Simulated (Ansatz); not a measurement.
**What tensor shear ε_xy = +2.64 % does to hypothetical P4_2/mnm WTe2**

Base system: WTe₂ (space group P4_2/mnm, No. 136; a = 6.5963 Å, c = 3.5775 Å; a hypothetical phase, not in the database extracts checked). Axes: x, y, z lie along a, b, c of the conventional cell.

It is then changed as follows: tensor shear ε_xy = +2.64 % (engineering shear γ = 0.0528); the atoms relax in the strained cell.

Method: Ansatz (a first-principles code), PBEsol, PAW, cutoff 420 eV, spin-orbit coupling left out, earlier PAW set. Γ-centred 7×7×13 mesh, Fermi–Dirac width 0.05 eV.

Volume per atom: 25.93 Å³ (base 25.94 Å³)
Space group: Cmmm (No. 65) (base P4_2/mnm (No. 136))
Energy relative to the base (free energy F): +22 meV/atom
Pressure (mean of the normal stresses, compression positive): 0.5 GPa (base 0.0 GPa)
Band gap: zero (base zero)
Stress (xx, yy, zz, yz, xz, xy; compression positive): (0.6, 0.6, 0.4, 0.0, 0.0, -5.3) GPa (rough)

Cost of the whole job for the changed cell (relaxation, final SCF and bands): very roughly 90 core-seconds.

Without a gap, meshes like the base's 7×7×13 leave anisotropic stresses uncertain by several tenths of a GPa, and small strain energies with them. No phonon test of stability was made. All final runs are without spin polarisation. WTe2 has a high density of states at the Fermi level and may be magnetic at this level.
